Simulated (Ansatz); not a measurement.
**H on the Se site in zinc-blende ZnSe**

The numbers are results of PBE, PAW (plane waves to 420 eV; Ansatz, a program for electronic structure), not measurements. Cell: 64 sites, 2×2×2 repeats of a cell of 8 atoms; final energies on a 2×2×2 shifted mesh. Site at the start: the Se site. Finite-size correction: monopole term and site-potential alignment. Dielectric constants: PBE linear response of the host. Host gap at this level: 1.15 eV. These values are not converged in cell size to better than tenths of an eV. PBE underestimates the host's gap, which shifts levels and can delocalise carriers. Spin–orbit coupling is left out. Each state is the lowest found from its start.

Charges with a result: +1, 0, −1. Others weren't obtained, and one of them could lie lower, also by skipping a charge.

| charge | moment (μB) | largest move off a lattice site (Å) | image correction with alignment (eV) |
|---|---|---|---|
| +1 | not spin-polarised | 0.54 | -0.06 |
| 0* | quenched | 0.81 | – |
| −1† | not spin-polarised | 1.27 | 0.33 |

* At this level the carrier isn't localised at the defect: at charge 0 electrons occupy the conduction band. Such a state is shallow or no state of the defect, and this cell gives it no level.

† Not settled in this cell, so no level is given: charge −1: level within 0.1 eV of a band edge or past it.

Starting moments that weren't kept: charge 0 began with 1 μB and ended with 0.0.

Flagged in the runs: a strain field that reaches the edge of the cell.
